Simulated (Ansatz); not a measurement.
Start from BN in the zinc blende structure (space group F-43m, No. 216; a = 3.5805 Å). Axes: x, y, z lie along the cube axes.

Calculations: Kohn–Sham DFT with the LDA functional, run in Ansatz (an electronic-structure program) with PAW and 420 eV plane waves, without spin-orbit coupling.

Strains are applied to the cell and any free atomic positions relax.

One change was made to it. Results:

The smallest direct gap falls by 0.55 eV (8.83 eV → 8.28 eV); the energy increases by 10 meV/atom; the band gap drops by 0.19 eV (4.39 eV → 4.20 eV).

**Question.** Name the change that was made.
A. tensor shear ε_xy = +1.71 %
B. tensor shear ε_xy = +2.00 %
C. tensor shear ε_xy = +0.57 %
D. tensor shear ε_xy = +1.14 %

**Answer.** A, tensor shear ε_xy = +1.71 %. For comparison, the band gap in the other runs: tensor shear ε_xy = +1.14 % gives 4.29 eV; tensor shear ε_xy = +2.00 % gives 4.16 eV; tensor shear ε_xy = +0.57 % gives 4.35 eV.

No phonon test of stability was made.
